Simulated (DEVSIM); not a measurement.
Device: Au/SiO2/p-InP capacitor, at 300 K.

```tsv
layer (left to right)	material	thickness (nm)	Na (cm⁻³)
1	SiO2	9.10	-
2	InP	2400	6.8e16
```

Metal gate on the left, work function 5.1 eV. Fixed charge at the semiconductor interface 0 cm⁻² (in units of +e); no interface traps.

Constants are typed, rounded textbook-type inputs, not results; the design itself was drawn at random and stands for no fabricated device. Values at 300 K; Nc and Nv go as T^1.5, mobilities as T to minus their exponent, the gap by Varshni's rule with the affinity fixed.

```
parameter         SiO2       InP
----------------  ----  --------
gap (eV)             9     1.344
affinity (eV)      0.9      4.38
permittivity       3.9      12.5
Nc (cm⁻³)            -    5.7e17
Nv (cm⁻³)            -    1.1e19
Varshni α (eV/K)     -  0.000363
Varshni β (K)        -       162
```

DEVSIM, 1D Poisson equation in equilibrium, Boltzmann statistics, complete ionisation; no quantum confinement or tunnelling. Metal contacts follow the ideal Schottky-Mott rule: no Fermi-level pinning, no interface dipoles.

Base results: minimum of the low-frequency capacitance (μF/cm²) 0.0653; threshold voltage (band bending 2φF) (V) 1.11; flat-band voltage (V) -0.49.

**Question.** What follows from this one change: temperature 300 → 450 K?

**Answer.** minimum of the low-frequency capacitance 0.0653 → 0.0729 μF/cm²; threshold voltage (band bending 2φF) 1.11 → 1.02 V; flat-band voltage -0.49 → -0.35 V.

**Question.** What follows from this one change: gate work function 5.1 → 5.25 eV?

**Answer.** minimum of the low-frequency capacitance little changed (0.0647 μF/cm²); threshold voltage (band bending 2φF) 1.11 → 1.26 V; flat-band voltage -0.49 → -0.34 V.

**Question.** What follows from this one change: fixed charge 0 → 6.45e+11 cm^-2?

**Answer.** minimum of the low-frequency capacitance little changed (0.0647 μF/cm²); threshold voltage (band bending 2φF) 1.11 → 0.83 V; flat-band voltage -0.49 → -0.76 V.

**Question.** What follows from this one change: interface trap density 0 → 2e+12 cm^-2 eV^-1?

**Answer.** minimum of the low-frequency capacitance 0.0653 → 0.194 μF/cm²; threshold voltage (band bending 2φF) 1.11 → 1.63 V; flat-band voltage -0.49 → -0.95 V.
